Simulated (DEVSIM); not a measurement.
Structure: Schottky contact on p-type GaP, at 250 K.

| layer (left to right) | material | thickness (μm) | Na (cm⁻³) | τn (s) | τp (s) |
|---|---|---|---|---|---|
| 1 | GaP | 1.10 | 2e15 | 1.9e-7 | 1.9e-7 |

Left contact: Schottky, work function 5.12 eV, emission velocity 2.6e6 cm/s. Right contact: ohmic. Voltage is applied to the left contact. Recombination: SRH at mid-gap, Auger. Mobility is constant in doping.

Constants are typed, rounded textbook-type inputs, not results; the design itself was drawn at random and stands for no fabricated device. Values at 300 K; Nc and Nv go as T^1.5, mobilities as T to minus their exponent, the gap by Varshni's rule with the affinity fixed.

| parameter | GaP |
|---|---|
| gap (eV) | 2.26 |
| affinity (eV) | 3.8 |
| permittivity | 11.1 |
| Nc (cm⁻³) | 1.8e19 |
| Nv (cm⁻³) | 1.9e19 |
| μn (cm²/Vs) | 250 |
| μp (cm²/Vs) | 150 |
| T exponent of μn | 1.6 |
| T exponent of μp | 1.98 |
| Cn (cm⁶/s) | 1e-30 |
| Cp (cm⁶/s) | 1e-30 |
| Varshni α (eV/K) | 0.00058 |
| Varshni β (K) | 372 |

DEVSIM, 1D drift-diffusion, Boltzmann statistics, complete ionisation; no tunnelling, impact ionisation, image-force lowering or self-heating. Metal contacts follow the ideal Schottky-Mott rule: no Fermi-level pinning, no interface dipoles.

Tabulate band edges, carrier densities and field at -1.15 V on the left contact.

Energies count from the Fermi level of the right contact; mesh points crowd at the junctions.

```tsv
x (μm)	Ec (eV)	Ev (eV)	n (cm⁻³)	p (cm⁻³)	field (V/cm)
0.000	2.470	0.191	< 1e2	5.8e14	-2400
0.007893	2.468	0.189	< 1e2	7.8e14	-2600
0.01826	2.465	0.186	< 1e2	1.0e15	-2800
0.03189	2.461	0.182	< 1e2	1.2e15	-3000
0.05910	2.453	0.174	< 1e2	1.6e15	-3200
0.08554	2.444	0.165	< 1e2	1.8e15	-3300
0.1203	2.432	0.153	< 1e2	1.9e15	-3400
0.1814	2.411	0.132	< 1e2	2.0e15	-3500
0.2463	2.388	0.109	< 1e2	2.0e15	-3500
0.3315	2.358	0.079	< 1e2	2.0e15	-3500
0.4435	2.319	0.040	< 1e2	2.0e15	-3500
0.6331	2.252	-0.027	< 1e2	2.0e15	-3500
0.7506	2.211	-0.068	< 1e2	2.0e15	-3500
0.8401	2.179	-0.100	< 1e2	2.0e15	-3500
0.9245	2.150	-0.130	< 1e2	2.0e15	-3500
0.9724	2.133	-0.147	< 1e2	2.0e15	-3500
1.009	2.120	-0.159	< 1e2	2.0e15	-3500
1.037	2.110	-0.169	< 1e2	2.0e15	-3500
1.065	2.100	-0.179	< 1e2	2.0e15	-3500
1.080	2.095	-0.184	< 1e2	2.0e15	-3500
1.091	2.091	-0.188	< 1e2	2.0e15	-3500
1.100	2.088	-0.191	< 1e2	2.0e15	-3500
```
